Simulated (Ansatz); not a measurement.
BN in the h-BN type structure (space group P6_3/mmc, No. 194; layered, stacked along the Cartesian z axis)

```cif
data_B2N2
_chemical_formula_sum 'B2 N2'
_space_group_name_H-M_alt 'P63/mmc'
_space_group_IT_number 194
_space_group_name_Hall '-P 6c 2c'
_cell_length_a 2.50644
_cell_length_b 2.50644
_cell_length_c 6.61469
_cell_angle_alpha 90.000
_cell_angle_beta 90.000
_cell_angle_gamma 120.000
loop_
_atom_site_label
_atom_site_type_symbol
_atom_site_symmetry_multiplicity
_atom_site_Wyckoff_symbol
_atom_site_fract_x
_atom_site_fract_y
_atom_site_fract_z
_atom_site_occupancy
B1 B 2 c 0.33333 0.66667 0.25000 1
N1 N 2 d 0.66667 0.33333 0.25000 1
```

The values are results of PBE-D3(BJ) in Ansatz (plane waves to 420 eV, PAW, spin-orbit coupling left out), not measurements. k-mesh 15×15×5 (Γ-centred); smearing 0.05 eV (Fermi–Dirac).

The volume per atom is 9.00 Å³ and the density comes out as 2.29 g/cm³. The band gap comes out as 4.24 eV, indirect, k = (0.267, 1/3, 0) in the run's primitive reciprocal basis → M and the total energy comes out as -271.343 eV/atom (σ→0; compares only within this code and set-up).

Stability against distortions was not tested.

Ansatz is a quantum-chemistry and plane-wave program.
